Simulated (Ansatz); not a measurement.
Some atoms of an NVE trajectory of composition TiSi, cell Ti24Si24, held well above this temperature first [in the run: it was liquid; mean temperature 2404 K (target 2310 K); density 3.59 g/cm³; mean pressure -0.6 GPa against a target of 0]; time step 1.5 fs, velocity Verlet. These are r2SCAN (plane waves, PAW; Ansatz, a program for electronic structure) values and carry that method's errors. On the run's last frame a denser k-mesh moved the forces by 0.045 eV/Å rms, the static pressure by 0.03 GPa and the free energy by 3 meV/atom, which is about how far such values are converged.

```
atom  mass (u)                 x y z (Å)                      v (Å/fs)                 F (eV/Å)
----  --------  ------------------------  ----------------------------  -----------------------
Ti11    47.867   5.79879 3.71904 6.57109    0.017370 0.000355 0.004105  -2.4310 -0.0425 -1.9143
Si25    28.085   5.92112 9.90581 4.37682   -0.002377 0.007328 0.020783    -0.0464 0.4587 2.0847
Si36    28.085   7.15843 3.27685 4.28552   0.006061 -0.004987 0.007252    -1.0840 0.6267 0.7097
Si44    28.085  7.11980 2.99789 -0.10055  0.002012 -0.013508 -0.006903    0.8831 -2.8287 0.5136
Si45    28.085   6.02724 6.18399 6.45176  -0.003477 0.005813 -0.009483   0.7170 -0.7126 -0.6094
Si46    28.085  0.95002 -0.45532 4.43587    0.000037 0.010411 0.004949    0.0169 2.0259 -1.6704
```

Task: Give their positions one step later.

Result: x' = x + vΔt + FΔt²/(2m), with 1 eV/(Å·u) = 0.0096485 Å/fs².
| atom | x' y' z' (Å) |
|---|---|
| Ti11 | 5.82429 3.71956 6.57681 |
| Si25 | 5.91754 9.91698 4.40880 |
| Si36 | 7.16710 3.26961 4.29667 |
| Si44 | 7.12316 2.97654 -0.11071 |
| Si45 | 6.02230 6.19243 6.43730 |
| Si46 | 0.95008 -0.43892 4.44265 |
